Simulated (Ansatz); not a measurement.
Reference: GaN (P6_3mc), PBEsol with spin-orbit coupling, rigid bands (plane waves, PAW; Ansatz, a quantum-chemistry and plane-wave program); geometry: cell and atoms relaxed with PBEsol.

```xyz
4
Lattice="3.1826 0.0000 0.0000 -1.5913 2.7562 0.0000 0.0000 0.0000 5.1855" Properties=species:S:1:pos:R:3 pbc="T T T"
Ga     1.5913     0.9187     2.5885
Ga     0.0000     1.8375     5.1813
N      1.5913     0.9187     4.5415
N      0.0000     1.8375     1.9487
```

| Item | Value |
|---|---|
| band gap | 1.88 eV |
| electron conductivity mass | 0.179 mₑ |
| hole conductivity mass | 1.54 mₑ |
| Seebeck coefficient, n-type 1e19 cm⁻³ | -104 μV/K |

Problem. Replace Ga by Al on the same sites and relax. What happens?

Solution. AlN (P6_3mc): volume per atom 11.4 to 10.5 Å³; band gap rises (1.88 eV to 4.10 eV); electron conductivity mass rises (0.179 mₑ to 0.31 mₑ); hole conductivity mass falls (1.54 mₑ to 1.01 mₑ); Seebeck coefficient, n-type 1e19 cm⁻³ rises in size (-104 μV/K to -156 μV/K).

Moves up to 5 % count as about the same. Masses are for dilute carriers at 300 K, harmonic means over directions unless an axis is named. Seebeck coefficients are for the stated density at 300 K, with one relaxation time for all states and whether or not that doping can be reached.
